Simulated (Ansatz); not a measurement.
Structures of equal composition on the (111) surface of fcc Al: a layer of Ag in place of the second plane; a layer of Ag in place of the third plane. The slabs share one bottom face, and each structure is named by its start. These are constructed structures in small cells; real faces may alloy, dewet or reconstruct in larger ones, and not all known structures of the face are among them. Slabs of about 12 Å, Fermi-Dirac smearing of 0.1 eV. Bottom of the slabs: a bare face, its two planes held. Relaxed from the named starts with such symmetry as they have, on meshes of like density; energies extrapolated to zero smearing; spin only where a row says so; no spin-orbit coupling, no U. Brackets mark spin-polarised runs, whose order is one that fits the cell.

Level of theory: PBE (plane waves to 420 eV, PAW; Ansatz, a program for electronic structure).

Task: Order them by energy per 1x1 cell (lowest first) at the level PBE.

Result: a layer of Ag in place of the third plane (0.000 eV), a layer of Ag in place of the second plane (0.021 eV)
